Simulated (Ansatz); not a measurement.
# A computed series for Se: response to strain

Start from Se (space group P3_121, No. 152; made of chains).

```xyz
3
Lattice="4.5294 0.0000 0.0000 -2.2647 3.9226 0.0000 0.0000 0.0000 5.0424" Properties=species:S:1:pos:R:3 pbc="T T T"
Se     0.9893     0.0000     4.2020
Se    -0.4946     0.8567     0.8404
Se     1.7701     3.0659     2.5212
```

Strains are applied to the cell and any free atomic positions relax.

Computed with PBE, PAW, 420 eV (Ansatz, a program for electronic structure; without spin-orbit coupling), earlier PAW set.

Notes on the quantities. pressure: mean of the normal stresses, compression positive.

| isotropic strain (%) | pressure (GPa) |
|---|---|
| -1.55 | 0.7 |
| -0.33 | ? |
| 0 | 0.0 |
| 2.86 | -1.0 |
| 4.95 | -1.5 |

Task: Fit P = P₀ − Bδ + Cδ² with δ = (1 + ε)³ − 1 to the rows shown and predict the withheld row.

Result: Least squares on the printed values gives P₀ = 0.0 GPa, B = 13.8 GPa (at held cell shape), C = 26.9 GPa (largest residual 0.0 GPa); this predicts 0.1 GPa, and the run gives 0.1 GPa, in agreement.

No phonon test of stability was made. No dispersion term is included, though the crystal is made of layers, chains or molecules, so its spacings can come out too wide.
